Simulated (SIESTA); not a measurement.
SIESTA run on TiZn3 (P1, 4 atoms in the cell): self-consistent single point.

Level of theory: LDA PW92, numerical atomic orbitals TZP, PseudoDojo LDA standard norm-conserving potentials (rewritten from UPF to PSML) in SIESTA.

```
CELL_PARAMETERS angstrom
      3.88083     0.00000     0.00000
      0.00000     3.88083     0.00000
      0.00000     0.00000     3.88083
ATOMIC_POSITIONS crystal
  Ti 0.99541 0.00971 0.00099
  Zn 0.00248 0.49822 0.49547
  Zn 0.51331 0.00467 0.50072
  Zn 0.48880 0.48740 0.00281
```

Reference input (self-consistent single point, DFT, GGA PBEsol, numerical atomic orbitals TZP, PseudoDojo PBEsol standard norm-conserving potentials (rewritten from UPF to PSML)): XC.functional = GGA; XC.authors = PBEsol; potentials = PseudoDojo PBEsol standard; PAO.BasisSize = TZP; PAO.EnergyShift = 0.005 Ry; MeshCutoff = 400 Ry; kgrid.MonkhorstPack = 5 5 5; OccupationFunction = FD; ElectronicTemperature = 1578.21 K; MaxSCFIterations = 150; SCF.Mixer.Method = Pulay; SCF.Mixer.Weight = 0.25. This run's input differs from it in these lines:

```diff
@@ -1,2 +1,2 @@
-# files in the folder: Ti.psml Zn.psml (PseudoDojo PBEsol standard)
+# files in the folder: Ti.psml Zn.psml (PseudoDojo LDA standard)
 SystemName  TiZn3
@@ -24,4 +24,4 @@
 
-XC.functional                GGA
-XC.authors                   PBEsol
+XC.functional                LDA
+XC.authors                   PW92
 PAO.BasisSize                TZP
```

The program printed (abridged):

```
        iscf     Eharris(eV)        E_KS(eV)     FreeEng(eV)     dDmax    Ef(eV) dHmax(eV)
   scf:    1   -18225.786078   -18522.495468   -18523.054904  3.686516 -2.002879 41.950735
   scf:    2   -18561.847850   -18644.994926   -18645.078513  2.505205 -0.754866 29.470602
   scf:    3   -18673.181883   -18661.044015   -18661.163577  1.395860 -1.510609 14.471796
   scf:    4   -18609.768402   -18651.705905   -18651.976615  2.054428 -3.839067 20.901768
   scf:    5   -18648.013237   -18663.439274   -18663.575210  1.801386 -1.788591 10.730641
   [... 4 lines left out ...]
   scf:   10   -18666.735429   -18666.732154   -18666.928153  0.034584 -2.494467  0.037142
   scf:   11   -18666.731647   -18666.731937   -18666.928190  0.003047 -2.497900  0.015469
   scf:   12   -18666.732080   -18666.732011   -18666.928198  0.000793 -2.497075  0.001544
   scf:   13   -18666.732025   -18666.732018   -18666.928198  0.000079 -2.496971  0.000089
SCF Convergence by DM+H criterion
max |DM_out - DM_in|         :     0.0000787957
max |H_out - H_in|      (eV) :     0.0000885004
SCF cycle converged after 13 iterations

Using DM_out to compute the final energy and forces

siesta: E_KS(eV) =           -18666.7320

siesta: E_KS - E_eggbox =    -18666.7320

siesta: Atomic forces (eV/Ang):
     1    0.184116   -0.522971   -0.077714
     2   -0.043237    0.222727    0.142040
     3   -0.397793   -0.215220    0.018815
     4    0.252886    0.504794   -0.112162
   Tot   -0.004028   -0.010670   -0.029022
   Max    0.522971
   Res    0.277091    sqrt( Sum f_i^2 / 3N )
   Max    0.522971    constrained

Stress tensor Voigt[x,y,z,yz,xz,xy] (kbar):       96.48       97.77       95.70       -0.30        0.66       -1.32
(Free)E + p*V (eV/cell)   -18670.4541
   [... lines left out ...]
siesta: FreeEng =    -18666.928198
   [... lines left out ...]
siesta:     0.060220   -0.000822    0.000409
siesta:    -0.000822    0.061025   -0.000187
siesta:     0.000409   -0.000187    0.059731

siesta: Cell volume =         58.448565 Ang**3

siesta: Pressure (static):
siesta:                Solid            Molecule  Units
siesta:          -0.00065703         -0.00074374  Ry/Bohr**3
siesta:          -0.06032532         -0.06828675  eV/Ang**3
siesta:         -96.65181404       -109.40744292  kBar
```

The run converged in 13 iterations. Against the reference run the pressure goes from -4.76 to -9.67 GPa and the largest force goes from 0.656 to 0.576 eV/Å.

The starting cell comes from a database of computed structures (which also holds hypothetical and non-ambient phases and stackings), without a prior relaxation at this level. Its atoms were displaced at random from the sites of space group no. 221. Spin polarisation is off. Values carry the incompleteness of an atom-centred basis. With a pressure of about -10 GPa the cell is away from its equilibrium volume at this level.

Cost on one core of a shared machine: roughly 50 s.
